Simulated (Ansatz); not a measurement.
The starting structures come from a database of crystals and need not be the phases stable at ambient conditions.

 Where the default PAW files enter, the runs use the earlier of Ansatz's two default sets.

Tunnelling through a barrier is set by its complex band structure: the current falls as exp(−2κd) with the smallest κ.

Data:

```xyz
12
Lattice="4.5272 0.0000 0.0000 0.0000 6.5380 0.0000 0.0000 -2.5889 3.1975" Properties=species:S:1:pos:R:3 pbc="T T T"
Si     1.1318     0.0786     2.7105
Si     3.3954     3.8705     0.4870
Si     3.3954     0.6015     0.4870
Si     1.1318     3.3476     2.7105
O      1.9015     1.7422     2.8351
O      2.6256     2.2069     0.3623
O      4.1651     5.4759     0.3623
O      0.3620    -1.5268     2.8351
O      2.6256     4.0825     2.0832
O      1.9015    -0.1334     1.1142
O      0.3620     3.1356     1.1142
O      4.1651     0.8135     2.0832
```

Space group of this cell: Pbcn. The cell is taken as given; by r2SCAN its mean pressure is -9.8 GPa.

Transport runs along the normal of the first two printed cell vectors.

The gap is the functional's own, uncorrected, and κ follows it; spin-orbit coupling is left out. Mid-gap values are interpolated between the computed energies.

Problem. Estimate the band gap and the smallest decay constant κ at mid-gap that Ansatz (a quantum-chemistry and plane-wave program) with r2SCAN returns for this system.

Solution. Gap 6.20 eV on a 8×10×10 mesh; κ = 0.403 1/Å, at the zone centre.
